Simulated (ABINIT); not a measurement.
Band structure of Ni (Fm-3m, 1 atom in the cell).

```yaml
crystal:
  lattice:
    - [0.00000, 1.73712, 1.73712]
    - [1.73712, 0.00000, 1.73712]
    - [1.73712, 1.73712, 0.00000]
  atoms:
    - { symbol: Ni, position: [0.00000, 0.00000, 0.00000], spin: 1.0 }
```
(The spins are starting values, not results.)

Method: PBE, PAW (JTH v2.0 PBE PAW) (plane waves; ABINIT).

Settings: pseudos = [Ni.GGA_PBE-JTH.xml]; ecut = 816 eV; pawecutdg = 1633 eV; pawxcdev = 0; nsppol = 2; occopt = 3; tsmear = 0.00367493 Ha; ngkpt = 11 11 11; nshiftk = 1; shiftk = 0 0 0; potentials = JTH v2.0 PBE PAW; kptopt = 1; nstep = 100.

The starting cell has typed, rounded lattice constants, without a prior relaxation at this level. Its lattice was rescaled by a random factor within 2.5 % of one. With one magnetic atom in the cell only a parallel order is possible.

Levels in eV from the Fermi level, bands 6 to 13 of the first spin channel:
```tsv
point	6	7	8	9	10	11	12	13
Γ	-2.50	-2.50	-2.50	-1.26	-1.26	23.85	28.05	28.05
X	-4.40	-0.51	-0.40	-0.40	2.42	9.50	15.10	15.10
W	-3.20	-3.20	-1.34	-0.40	7.92	7.92	10.18	11.42
K	-3.89	-2.18	-1.10	-0.67	5.86	7.45	10.23	17.50
L	-2.50	-2.50	-0.55	-0.55	-0.42	5.90	22.35	25.23
U	-3.89	-2.18	-1.10	-0.67	5.86	7.45	10.23	17.50
```

Bands cross the Fermi level along this path, so the cell is metallic at this level.

The net moment of the cell came out as 0.58 μB.
